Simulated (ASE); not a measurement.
Pair distribution function (Mo-Si) of MoSi2 (C11b type), cell Si36Mo18, started from the crystal [in the run: it stayed crystalline; mean temperature 294 K (target 300 K); density 6.03 g/cm³, volume +4 % from the start crystal's], from MD at 294 K. These are the machine-learned potential CHGNet 0.3.0 (ASE) values and carry that method's errors. Volume per atom 13.96 Å³, mean pressure 0.0 GPa. 

```
r (Å)  g(r)
-----  ----
1.70   0.00
1.74   0.00
1.78   0.00
1.82   0.00
1.86   0.00
1.90   0.00
1.94   0.00
1.98   0.00
2.02   0.00
2.06   0.00
2.10   0.00
2.14   0.00
2.18   0.00
2.22   0.00
2.26   0.00
2.30   0.00
2.34   0.03
2.38   0.23
2.42   0.66
2.46   1.81
2.50   4.02
2.54   6.37
2.58   8.22
2.62   9.02
2.66   8.03
2.70   6.74
2.74   5.06
2.78   3.49
2.82   2.38
2.86   1.46
2.90   0.85
2.94   0.50
2.98   0.23
3.02   0.14
3.06   0.07
3.10   0.02
3.14   0.01
3.18   0.01
3.22   0.00
3.26   0.00
3.30   0.00
3.34   0.00
3.38   0.00
3.42   0.00
3.46   0.00
3.50   0.00
3.54   0.00
3.58   0.00
3.62   0.00
3.66   0.00
3.70   0.00
3.74   0.01
3.78   0.01
3.82   0.04
3.86   0.10
3.90   0.21
3.94   0.35
3.98   0.61
```

State where the first shell ends and the number of neighbours in it.

g is nil from 3.2 to 3.7 Å, so any cut there serves; 10.0 Si round each Mo and 5.0 Mo round each Si in the shell, from n = 4πρ∫r²g(r)dr.
